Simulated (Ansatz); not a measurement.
The starting structures come from a database of crystals and need not be the phases stable at ambient conditions.

Inside the gap of an insulator the Bloch states are evanescent, with a wavenumber k + iκ along the transport direction.

Here is the system:

```xyz
12
Lattice="3.9399 0.0000 0.0000 1.9699 11.7280 0.2244 0.0000 0.5891 7.5348" Properties=species:S:1:pos:R:3 pbc="T T T"
Tl     1.9699     4.0288     1.5630
Tl     3.9399     8.2884     6.1962
Tl     3.9399    11.6932     2.1302
Tl     1.9699     0.6239     5.6289
Sn     1.9699     8.3561     2.3607
Sn     3.9399     3.9610     5.3985
S      1.9699     9.6422     0.3476
S      3.9399     2.6749     7.4116
S      1.9699     9.8614     4.2062
S      3.9399     2.4557     3.5530
S      3.9399     6.8324     2.4144
S      1.9699     5.4847     5.3448
```

Space group of this cell: C2/m. The cell was relaxed by PBE-D3(BJ); by PBEsol its mean pressure is -2.4 GPa.

Transport runs along the normal of the first two printed cell vectors.

The gap is the functional's own, uncorrected, and κ follows it; spin-orbit coupling is left out. Mid-gap values are interpolated between the computed energies.

### Question
Give the band gap and the smallest decay constant κ at mid-gap that Ansatz (a quantum-chemistry and plane-wave program) with PBEsol yields.

### Answer
Gap 0.89 eV on a 8×8×4 mesh; κ = 0.159 1/Å, at (0.500, 0.000) of the in-plane reciprocal vectors. At the zone centre, at the nearest computed energy, the slowest state has κ = 0.17 1/Å.
